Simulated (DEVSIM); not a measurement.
Device: double heterostructure, GaAs between p- and n-type Al0.25Ga0.75As, at 400 K.

```tsv
layer (left to right)	material	thickness (μm)	Nd (cm⁻³)	Na (cm⁻³)	τn (s)	τp (s)
1	Al0.25Ga0.75As	0.210	4.8e17	-	3.8e-10	3.8e-10
2	GaAs	0.110	-	2.3e14	3.8e-10	3.8e-10
3	Al0.25Ga0.75As	0.580	-	1.1e18	3.8e-10	3.8e-10
```

Left contact: ohmic. Right contact: ohmic. Voltage is applied to the left contact. Recombination: SRH at mid-gap, radiative, Auger. Mobility is μmin + (μ − μmin)/(1 + (N/Nref)^α).

Constants are typed, rounded textbook-type inputs, not results; the design itself was drawn at random and stands for no fabricated device. Values at 300 K; Nc and Nv go as T^1.5, mobilities as T to minus their exponent, the gap by Varshni's rule with the affinity fixed.

| parameter | Al0.25Ga0.75As | GaAs |
|---|---|---|
| gap (eV) | 1.7357 | 1.424 |
| affinity (eV) | 3.8725 | 4.07 |
| permittivity | 12.19 | 12.9 |
| Nc (cm⁻³) | 6.5e17 | 4.7e17 |
| Nv (cm⁻³) | 9e18 | 9e18 |
| μn (cm²/Vs) | 4375 | 8500 |
| μp (cm²/Vs) | 221 | 400 |
| μn,min | 500 | 500 |
| μp,min | 20 | 20 |
| Nref,n | 6e16 | 6e16 |
| Nref,p | 1.5e17 | 1.5e17 |
| αn | 0.39 | 0.39 |
| αp | 0.38 | 0.38 |
| T exponent of μn | 2.1 | 2.1 |
| T exponent of μp | 2.2 | 2.2 |
| B (cm³/s) | 2e-10 | 2e-10 |
| Cn (cm⁶/s) | 1e-30 | 1e-30 |
| Cp (cm⁶/s) | 1e-30 | 1e-30 |
| Varshni α (eV/K) | 0.000541 | 0.000541 |
| Varshni β (K) | 204 | 204 |

Model (solved in DEVSIM): 1D drift-diffusion, Boltzmann statistics, complete ionisation; no tunnelling, impact ionisation, image-force lowering or self-heating. Band offsets follow the typed affinities; no thermionic-emission limit at abrupt steps, no polarisation charge.

Problem. Tabulate band edges, carrier densities and field at -1.05 V on the left contact.

Solution. Energies count from the Fermi level of the right contact; mesh points crowd at the junctions.

```csv
x (μm),Ec (eV),Ev (eV),n (cm⁻³),p (cm⁻³),field (V/cm)
0.000,1.075,-0.614,4.8e17,< 1e2,≈ 0
0.006824,1.075,-0.614,4.8e17,8.3e9,≈ 0
0.02182,1.075,-0.614,4.8e17,2.6e10,≈ 0
0.05820,1.075,-0.614,4.8e17,7.1e10,≈ 0
0.1512,1.075,-0.614,4.8e17,1.9e11,92
0.1868,1.085,-0.604,3.6e17,3.2e11,14000
0.2031,1.151,-0.538,5.4e16,2.3e12,80000
0.2113,1.039,-0.339,1.0e18,7.4e14,96000
0.2197,1.091,-0.287,2.2e17,3.3e15,42000
0.2374,1.135,-0.242,6.1e16,1.2e16,16000
0.2752,1.172,-0.206,2.1e16,3.5e16,8700
0.3083,1.230,-0.147,3.9e15,1.9e17,38000
0.3175,1.283,-0.095,8.5e14,8.8e17,90000
0.3227,1.541,-0.148,6.5e11,1.9e17,100000
0.3394,1.600,-0.089,1.2e11,1.0e18,4600
0.3739,1.602,-0.087,1.0e11,1.1e18,≈ 0
0.4517,1.602,-0.087,8.6e10,1.1e18,≈ 0
0.6327,1.602,-0.087,5.0e10,1.1e18,≈ 0
0.8199,1.602,-0.087,1.5e10,1.1e18,≈ 0
0.8683,1.602,-0.087,5.9e9,1.1e18,≈ 0
0.8898,1.602,-0.087,1.9e9,1.1e18,≈ 0
0.9000,1.602,-0.087,< 1e2,1.1e18,≈ 0
```
